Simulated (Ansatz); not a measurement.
Consider GaSb in the zinc blende structure (space group F-43m, No. 216).

```
CELL_PARAMETERS angstrom
      0.00000     3.05573     3.05573
      3.05573     0.00000     3.05573
      3.05573     3.05573     0.00000
ATOMIC_POSITIONS crystal
  Ga 0.00000 0.00000 0.00000
  Sb 0.25000 0.25000 0.25000
```

Method: PBEsol/PAW in Ansatz (an electronic-structure program), scalar-relativistic without spin-orbit coupling.

Base values:

| Property | Value |
|---|---|
| Band gap | zero |
| Pressure | 0.0 GPa |
| Gap character | absent |

The change: every lattice vector is shortened by 2.50 %, atoms relaxed at fixed cell.

**Question.** What happens to the band gap, pressure and gap character?

**Answer.** The band gap changes from zero to 0.52 eV; the pressure goes from zero to 4.7 GPa; the gap character becomes indirect, Γ → L (base: absent).

With Sb present, leaving out spin-orbit coupling can change the band edges. The cells carry an imposed strain or load. Stability against distortions was not tested. The final runs are not spin-polarised. The zero or small gap of GaSb can change with the level of theory.
